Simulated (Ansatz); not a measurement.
What biaxial strain −1.00 %, plane normal [001], relaxed out of plane does to Al

Consider Al in the fcc (Cu type) structure (space group Fm-3m, No. 225; a = 3.984 Å; relaxed with 0.1 eV smearing). Axes: x, y, z lie along the cube axes.

It is then changed as follows: biaxial strain −1.00 %, plane normal [001], relaxed out of plane (Cartesian); in-plane vectors clamped, the third vector and the atoms free.

All numbers come from DFT with LDA, PAW potentials and a 420 eV plane-wave cutoff in Ansatz (an electronic-structure program), no spin-orbit coupling. Settings: 28×28×28 k-points, 0.1 eV Fermi–Dirac smearing.

The volume per atom decreases by 0.13 Å³ to 15.68 Å³ and the space group changes from Fm-3m (No. 225) to I4/mmm (No. 139). The shortest interatomic distance shrinks by 0.028 Å, from 2.817 Å to 2.789 Å and the energy grows by 1.1 meV/atom. The pressure (mean of the normal stresses, compression positive) goes from zero to 0.7 GPa and the band gap stays zero. The out-of-plane strain comes out as +1.18 % and the ratio −ε⊥/ε∥ is 1.18. The mean in-plane stress (compression positive) comes out as +1.1 GPa.

Final structure (turned so that z lies along the plane normal):

```xyz
1
Lattice="2.7889 0.0000 0.0000 0.0000 2.7889 0.0000 1.3944 -1.3944 2.0155" Properties=species:S:1:pos:R:3 pbc="T T T"
Al     0.0000     0.0000     0.0000
```

Cost of the whole job for the changed cell (relaxation, final SCF and bands): roughly 60 core-seconds.

Whether these cells are dynamically stable was not tested.
